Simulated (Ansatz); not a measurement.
## Ru: response to strain

Consider Ru in the hcp (Mg type) structure (space group P6_3/mmc, No. 194; a = 2.7043 Å, c = 4.2629 Å; relaxed with 0.1 eV smearing). Axes: x lies along a and z along c of the hexagonal cell.

Strains are applied to the cell and any free atomic positions relax; under biaxial strain the out-of-plane vector relaxes too; under stress the whole cell relaxes.

Calculations: r2SCAN, PAW, 500 eV (Ansatz, a quantum-chemistry and plane-wave program; scalar-relativistic without spin-orbit coupling).

Notes on the quantities. energy relative to the base: free energy F; pressure: mean of the normal stresses, compression positive.

```json
[
 {"change": "base", "energy relative to the base": "0 meV/atom", "pressure": "0.0 GPa", "volume per atom": "13.50 Å³", "space group": "P6_3/mmc (No. 194)"},
 {"change": "biaxial strain +1.24 %, plane normal [001], relaxed out of plane", "energy relative to the base": "–", "pressure": "-5.4 GPa", "volume per atom": "[?]", "space group": "P6_3/mmc (No. 194)"},
 {"change": "isotropic strain +0.77 %", "energy relative to the base": "[?]", "pressure": "-7.3 GPa", "volume per atom": "13.81 Å³", "space group": "P6_3/mmc (No. 194)"},
 {"change": "uniaxial strain ε_xx = −2.50 %", "energy relative to the base": "+17 meV/atom", "pressure": "9.1 GPa", "volume per atom": "13.16 Å³", "space group": "Cmcm (No. 63)"},
 {"change": "uniaxial strain ε_xx = +5.75 %", "energy relative to the base": "+70 meV/atom", "pressure": "-15.3 GPa", "volume per atom": "14.28 Å³", "space group": "Cmcm (No. 63)"},
 {"change": "uniaxial stress, 5 GPa tension along x", "energy relative to the base": "+2.2 meV/atom", "pressure": "–", "volume per atom": "[?]", "space group": "Cmcm (No. 63)"}
]
```

Problem. Complete the table.

Solution. 
- biaxial strain +1.24 %, plane normal [001], relaxed out of plane, volume per atom: 13.74 Å³
- isotropic strain +0.77 %, energy relative to the base: +7.4 meV/atom
- uniaxial stress, 5 GPa tension along x, volume per atom: 13.57 Å³

Beyond what the load breaks, stability against distortions was not tested. All final runs are without spin polarisation.
